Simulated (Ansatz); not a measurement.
The parent structure is GaP in the zinc blende structure (space group F-43m, No. 216; a = 5.4514 Å).

Levels (all Ansatz, a program for electronic structure, PAW): r2SCAN (500 eV, scalar-relativistic without spin-orbit coupling); HSE06 (420 eV, no spin-orbit coupling).

The geometry is relaxed with r2SCAN.

| Item | Result |
|---|---|
| r2SCAN lowest conduction level above the VBM at special points | X 1.91 eV; L 2.04 eV; Γ 2.36 eV |

Problem. Predict the lowest conduction level above the VBM at special points from HSE06.

Solution. The lowest conduction level above the VBM at special points goes from X 1.91 eV; L 2.04 eV; Γ 2.36 eV to X 2.29 eV; L 2.50 eV; Γ 2.79 eV.

Single points use the geometry relaxed with r2SCAN. The hybrid gap comes from the SCF mesh plus the semilocal run's edge points and a few special points and is an upper bound. Whether these cells are dynamically stable was not tested.
